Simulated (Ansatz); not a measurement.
## TiB2: stress against strain

TiB2 (AlB2 type, P6/mmm, 8.175 Å³/atom at rest, c along z) under a strain ε along a direction in the basal plane (axis x), the other axes held. LDA in Ansatz, a plane-wave DFT program (PAW, default set), 420 eV, 13×13×10 Γ-centred mesh, Fermi-Dirac smearing 0.05 eV; ions are relaxed within the symmetry of each cell. Stress is positive for a compressed cell.

Here s stands for strain and y for stress xx.

```csv
strain (%),stress xx (GPa)
-1.50,11.01
-1.00,7.24
-0.50,3.57
0.00,0.00
0.50,-3.47
1.00,-6.84
1.50,-10.12
3.00,?
```

Question: Using a straight line, estimate the missing y at s = 3.00 from the other rows, showing the fit.

Answer: Means: s 0, y 0.199. About the means, the sum of products is -49.295 and the sum of squares of s is 7.0000; the slope is their ratio. Least squares gives y = 0.199 - 7.0421·s. Residuals (row less fit): 0.248, -0.001, -0.150, -0.199, -0.148, 0.003, 0.244; standard error 0.203 (degrees of freedom: 5). The slope gives the elastic constant C11 = 704 ± 8 GPa. At the withheld row, y = 0.199 - 7.0421 × 3.0 = -20.927 GPa. The calculation gives -19.40 GPa, 1.527 GPa above the prediction (5.0 % of the range of y in the table). The row lies outside the fitted rows, so this is an extrapolation. From the scatter of the fitted rows alone, a prediction at this place has a standard error of 0.316 GPa, so the miss is 4.8 times that.

One order more, fitted to all 13 runs of the series, follows each within 0.02, so the miss is the next term of a smooth law. In a metal these values are sensitive to mesh and smearing; energies are taken to zero smearing, stresses follow the free energy. Rows are the converged runs of the series near zero and its far end; series whose fitted rows scatter by over a few per cent of the range, as at a crossing or softening among them, aren't shown in this form. Most that stay on the fit to the last digits aren't either.
